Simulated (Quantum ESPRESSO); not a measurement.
Input and output of a self-consistent single point for GaAs (F-43m, 2 atoms in the cell) (Quantum ESPRESSO).

Computed with PBE, PSlibrary PAW (PBE, semicore) pseudopotentials (plane waves; Quantum ESPRESSO 7.5).

```
GaAs
1.0
    0.00000     2.93518     2.93518
    2.93518     0.00000     2.93518
    2.93518     2.93518     0.00000
Ga As
1 1
Direct
  0.00000   0.00000   0.00000
  0.25000   0.25000   0.25000
```

Reference input (self-consistent single point, DFT, PBE, plane waves, PSlibrary PAW (PBE, semicore) pseudopotentials): ecutwfc = 70 Ry; ecutrho = 490 Ry; occupations = smearing; smearing = methfessel-paxton; degauss = 0.0147 Ry; potentials = {Ga: Ga.pbe-dn-kjpaw_psl.1.0.0.UPF, As: As.pbe-dn-kjpaw_psl.1.0.0.UPF}; K_POINTS = automatic 8 8 8 0 0 0; conv_thr = 1e-11 Ry. This run's input differs from it in these lines:

```diff
@@ -27,3 +27,3 @@
 K_POINTS automatic
-8 8 8  0 0 0
+6 6 6  0 0 0
 CELL_PARAMETERS angstrom
```

The program printed (abridged):

```
     Self-consistent Calculation

     iteration #  1     ecut=    70.00 Ry     beta= 0.70

     Threshold (ethr) on eigenvalues was too large:
     Diagonalizing with lowered threshold

     total energy              =    -634.73510808 Ry
     estimated scf accuracy    <       0.04539014 Ry

     iteration #  2     ecut=    70.00 Ry     beta= 0.70

     total energy              =    -634.74395444 Ry
     estimated scf accuracy    <       0.01067746 Ry

     iteration #  3     ecut=    70.00 Ry     beta= 0.70

     total energy              =    -634.74845995 Ry
     estimated scf accuracy    <       0.00155851 Ry

   [... 9 blocks of this kind left out ...]

     iteration # 13     ecut=    70.00 Ry     beta= 0.70

     total energy              =    -634.74886263 Ry
     estimated scf accuracy    <          2.7E-11 Ry

     iteration # 14     ecut=    70.00 Ry     beta= 0.70
     End of self-consistent calculation

     the Fermi energy is     6.4323 ev

!    total energy              =    -634.74886263 Ry
     estimated scf accuracy    <          3.2E-12 Ry
     smearing contrib. (-TS)   =       0.00005204 Ry
     internal energy E=F+TS    =    -634.74891468 Ry

     convergence has been achieved in  14 iterations

     Forces acting on atoms (cartesian axes, Ry/au):

     atom    1 type  1   force =     0.00000000   -0.00000000    0.00000000
     atom    2 type  2   force =     0.00000000    0.00000000    0.00000000

     Total force =     0.000000     Total SCF correction =     0.000000

          total   stress  (Ry/bohr**3)                   (kbar)     P=      -32.99
  -0.00022426   0.00000000  -0.00000000          -32.99        0.00       -0.00
   0.00000000  -0.00022426  -0.00000000            0.00      -32.99       -0.00
  -0.00000000  -0.00000000  -0.00022426           -0.00       -0.00      -32.99

   JOB DONE.
```

The run converged in 14 iterations. Against the reference run the free energy goes up by 9.2 meV/atom and the pressure hardly changes (-3.38 to -3.30 GPa).

The starting cell comes from a database of computed structures (which also holds hypothetical and non-ambient phases and stackings), without a prior relaxation at this level. Its lattice was rescaled by a random factor within 2.5 % of one. The run gives no clean gap (levels at the Fermi energy touch, overlap or are partly filled at this smearing), which alone does not show that the compound is a metal.

Cost on one core of a shared machine: roughly 50 s.
